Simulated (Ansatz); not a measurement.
Take PtS (space group P4_2/mmc, No. 131; a = 3.4750 Å, c = 6.0674 Å) as the base. Axes: x, y, z lie along a, b, c of the conventional cell.

The change: tensile biaxial strain of 0.26 % in the plane normal to [001], as in epitaxy on a mismatched substrate; the out-of-plane cell vector and the atoms relax.

Levels (all Ansatz, a quantum-chemistry and plane-wave program, PAW): PBEsol (420 eV, without spin-orbit coupling); r2SCAN (500 eV, no SOC); HSE06 (420 eV, spin-orbit coupling left out).

One geometry, relaxed with PBEsol, under each level:

```tsv
level	band gap	lowest conduction level above the VBM at special points	electron mass	pressure
PBEsol	0.53 eV	M 0.53 eV; X 1.31 eV; Z 1.53 eV; A 1.75 eV	0.83 mₑ out of plane, 1.3 mₑ in plane (at M)	-0.28 GPa
r2SCAN	0.89 eV	M 0.89 eV; X 1.71 eV; Z 1.82 eV; A 2.14 eV	0.82 mₑ out of plane, 1.4 mₑ in plane (at M)	2.80 GPa
HSE06	1.86 eV	M 1.86 eV; X 2.43 eV; Z 2.70 eV; Γ 4.85 eV	–	–
```

Single points use the geometry relaxed with PBEsol. Their cutoffs differ, which shifts pressures a little. HSE06 gaps are upper bounds (no full band path). With Pt present, leaving out spin-orbit coupling can change the band edges. Effective masses come from finite differences of ±0.01 Å⁻¹. Stability against distortions was not tested.
